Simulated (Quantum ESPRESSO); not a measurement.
## Habitual settings against a tight run: MnIr₃ (P6_3/mmc, 8 atoms in the cell)

Self-consistent single point.

```yaml
crystal:
  lattice:
    - [5.38873, 0.00000, 0.00000]
    - [-2.69436, 4.66678, 0.00000]
    - [0.00000, 0.00000, 4.26414]
  atoms:
    - { symbol: Mn, position: [0.33333, 0.66667, 0.75000], spin: 4.0 }
    - { symbol: Mn, position: [0.66667, 0.33333, 0.25000], spin: 4.0 }
    - { symbol: Ir, position: [0.16817, 0.33634, 0.25000], spin: 1.0 }
    - { symbol: Ir, position: [0.83183, 0.66366, 0.75000], spin: 1.0 }
    - { symbol: Ir, position: [0.83183, 0.16817, 0.75000], spin: 1.0 }
    - { symbol: Ir, position: [0.16817, 0.83183, 0.25000], spin: 1.0 }
    - { symbol: Ir, position: [0.66366, 0.83183, 0.25000], spin: 1.0 }
    - { symbol: Ir, position: [0.33634, 0.16817, 0.75000], spin: 1.0 }
```
(The spins are starting values, not results.)

Method: LDA (PZ), GBRV 1.5 ultrasoft (LDA) pseudopotentials (plane waves; Quantum ESPRESSO).

Base settings: ecutwfc = 50 Ry; ecutrho = 400 Ry; occupations = smearing; smearing = mp; degauss = 0.019992 Ry; nspin = 2; potentials = {Mn: mn_lda_v1.5.uspp.F.UPF, Ir: ir_lda_v1.2.uspp.F.UPF}; K_POINTS = automatic 5 5 5 0 0 0; conv_thr = 1e-10 Ry; mixing_beta = 0.3.

Tight run (finer mesh or higher cutoff; not a proven limit): ecutwfc: 50 Ry → 70 Ry; ecutrho: 400 Ry → 560 Ry; conv_thr: 1e-10 Ry → 7.3e-11 Ry; K_POINTS: automatic 5 5 5 0 0 0 → automatic 7 7 7 0 0 0. It gave Fermi level (on the code's own zero) 23.51 eV; pressure -8.76 GPa; largest force (vector length) 0.422 eV/Å; size of the cell's spin moment 2.74 μB; site moments (μB, in the program's spheres or projections) Mn 1.63, Mn 1.63, Ir -0.08, Ir -0.08, Ir -0.08, Ir -0.08, Ir -0.08, Ir -0.08.

Quick runs, as changes from the base:
- A: the base itself
- B: ecutwfc: 50 Ry → 25 Ry; ecutrho: 400 Ry → 200 Ry; degauss: 0.019992 Ry → 0.0099958 Ry; K_POINTS: automatic 5 5 5 0 0 0 → automatic 4 4 4 1 1 1

Energies are extrapolated to zero smearing width, which holds to low order in the width alone (under cold and Methfessel-Paxton smearing the free energy itself is taken).

The count of work is k-points × plane waves × bands × iterations; it is no time. Core times come from one kind of shared machine and are given to one figure; runs under 30 s give none.

The starting cell comes from a database of computed structures (which also holds hypothetical and non-ambient phases and stackings), without a prior relaxation at this level. Its lattice was rescaled by a random factor within 2.5 % of one. The magnetic order is the one reached from the typed start; others were not searched systematically. In the base run, with a pressure of about -9 GPa the cell is away from its equilibrium volume at this level.

| run | energy less tight (meV/atom) | pressure less tight (GPa) | largest miss in a force vector (eV/Å) | count of work / tight | core time / tight (rough) |
|---|---|---|---|---|---|
| A | 23.9 | -0.09 | 0.000 | 0.26 | 0.3 |
| B | 762.9 | -55.78 | 0.061 | 0.080 | 0.09 |

Among the runs at the tight run's level, the energy misses run from 23.9 to 762.9 meV/atom.

Left out of this page: 4 runs of the series outside the window shown, repeating another row's setting, or not comparable.
